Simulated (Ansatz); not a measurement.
Data:

End structure of the (10-11) surface of hcp Ru in its 1x1 cell, outermost plane spacing 0.34 Å in the ideal cut:

```
CELL_PARAMETERS angstrom
      2.72140     0.00000     0.00000
     -1.36070     4.89742     0.00000
      0.00000     0.00000    27.00000
ATOMIC_POSITIONS crystal
  Ru 0.82789 0.65533 0.30598
  Ru 0.55497 0.10985 0.31658
  Ru 0.21272 0.42532 0.37846
  Ru 0.94259 0.88510 0.39040
  Ru 0.59486 0.18962 0.45562
  Ru 0.32580 0.65162 0.46835
  Ru 0.97944 0.95887 0.53165
  Ru 0.71038 0.42087 0.54438
  Ru 0.36266 0.72539 0.60960
  Ru 0.09252 0.18517 0.62154
  Ru 0.75028 0.50064 0.68342
  Ru 0.47736 0.95516 0.69402
```

Slab: 12 atoms, 10.7 Å thick at the start; k 14x8x1, smearing 0.1 eV, dipole-corrected; all atoms relaxed; held to the part of the start's symmetry that mesh and held atoms allow; no spin, no spin-orbit, no U.

### Question
Predict the surface energy (mean of both faces) from PBE run with Ansatz (a first-principles code).

### Answer
2.92 J/m²

### Question
What work function of the top face does PBE give?

### Answer
4.91 eV
